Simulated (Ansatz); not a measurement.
The starting structures come from a database of crystals and need not be the phases stable at ambient conditions.

 Where the default PAW files enter, the runs use the earlier of Ansatz's two default sets.

The decay constant κ of evanescent states in the gap governs leakage through a thin film.

Input:

```
Na2PtH4
1.0
    5.19455     0.00000     0.00000
    0.00000     5.19455     0.00000
    2.59727    -2.59727     3.30875
Na H Pt
2 4 1
Direct
  0.25000   0.25000   0.50000
  0.75000   0.75000   0.50000
  0.77605   0.22395   0.00000
  0.22395   0.77605   0.00000
  0.77605   0.77605   0.00000
  0.22395   0.22395   0.00000
  0.00000   0.00000   0.00000
```

Space group of this cell: I4/mmm. The cell is taken as given.

Transport runs along the normal of the first two printed cell vectors, the (001) plane of the conventional cell.

No gap correction and no spin-orbit coupling; mid-gap values are interpolated between computed energies.

Question: Give the band gap and the smallest decay constant κ at mid-gap that PBEsol (Ansatz, an electronic-structure program) yields.

Answer: Gap 2.07 eV on a 10×10×10 mesh; κ = 0.260 1/Å, at the zone centre.
